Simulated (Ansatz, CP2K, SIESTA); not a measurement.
## Code comparison for LiCuS₂ (Pnnm, 8 atoms in the cell)

Relaxation of cell and atoms.

```
CELL_PARAMETERS angstrom
      5.96554     0.00000     0.00000
      0.00000     6.65461     0.00000
      0.00000     0.00000     3.37499
ATOMIC_POSITIONS crystal
  Li 0.00000 0.50000 0.50000
  Li 0.50000 0.00000 0.00000
  Cu 0.00000 0.00000 0.00000
  Cu 0.50000 0.50000 0.50000
  S  0.18406 0.85406 0.50000
  S  0.81594 0.14594 0.50000
  S  0.68406 0.64594 0.00000
  S  0.31594 0.35406 0.00000
```

Shared settings, as Ansatz (a program for electronic structure) writes them: kpoints.mp_grid.grid = 3 3 5; scf.occupations.method = fixed. Potentials and cutoffs stand in the table.

```tsv
code	model	final volume (Å³/atom)	gap on the mesh (eV)	cutoff
SIESTA	GGA PBEsol, numerical atomic orbitals DZP, PseudoDojo PBEsol standard norm-conserving potentials (rewritten from UPF to PSML)	15.39	0.057	grid 300 Ry
Ansatz	PBEsol, PAW files made with PBE	15.75	0.313	30.9 Ry
CP2K	PBEsol, GPW, DZVP-MOLOPT-SR-GTH basis, GTH-PBE potentials (GTH_POTENTIALS)	15.91	0.338	grid 600 Ry
```

Gaps are read on the mesh.

The spread over the programs that give each value: final volume within 0.52 Å³/atom; gap on the mesh within 0.281 eV.

SIESTA and CP2K use small atom-centred bases, whose incompleteness enters pressures, forces and empty levels differently from a plane-wave cutoff. The programs treat the finite-basis stress differently while the cell relaxes: Ansatz adds an estimate of it.

The starting cell comes from a database of computed structures (which also holds hypothetical and non-ambient phases and stackings), without a prior relaxation at this level.

Keys are those of Ansatz 0.2.
